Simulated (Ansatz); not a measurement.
The parent structure is Al in the fcc (Cu type) structure (space group Fm-3m, No. 225; a = 3.9937 Å; relaxed with 0.1 eV smearing). Axes: x, y, z lie along the cube axes.

Computed with r2SCAN (Ansatz, a program for electronic structure), no spin-orbit coupling.

Base values:

- Volume per atom: 15.92 Å³

Perturbation: biaxial strain +0.50 %, plane normal [001], relaxed out of plane (Cartesian); in-plane vectors clamped, the third vector and the atoms free.

Estimate the effect on the volume per atom, in-plane stress and energy relative to the base.

The volume per atom grows by 0.073 Å³, from 15.92 Å³ to 16.00 Å³; the mean in-plane stress (compression positive) is -0.6 GPa; the energy grows by 0.3 meV/atom.

Stability against distortions was not tested.
